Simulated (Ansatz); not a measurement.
**A computed series for MoGe2: pressure series**

Start from MoGe2 (space group I4/mmm, No. 139; a = 3.319 Å, c = 8.192 Å; a cell from a computed database, its experimental status unchecked).

Cell and atoms are relaxed at each pressure.

All numbers come from r2SCAN (Ansatz, a first-principles code), no spin-orbit coupling, earlier PAW set.

| pressure (GPa) | volume per atom (Å³/atom) |
|---|---|
| -2 | 15.215 |
| -1 | ? |
| 0 | 15.038 |
| 1.8 | 14.888 |
| 4.2 | 14.701 |
| 9 | 14.364 |
| 18 | 13.827 |
| 30 | 13.250 |
| 60 | 12.198 |

Problem. Fit the third-order Birch–Murnaghan form P(V) = (3B₀/2)[(V₀/V)^(7/3) − (V₀/V)^(5/3)]·[1 + (3/4)(B₀′ − 4)((V₀/V)^(2/3) − 1)] (squares taken in P) to the rows shown and predict the withheld row.

Solution. Least squares on the printed values gives V₀ = 15.037 Å³/atom, B₀ = 177 GPa, B₀′ = 4.6; this predicts 15.124 Å³/atom, and the run gives 15.125 Å³/atom, in agreement.

Load acts through the strain it causes; cell and atoms are relaxed under it. No phonon test of stability was made. No other phases were tried under pressure. The final runs are not spin-polarised.
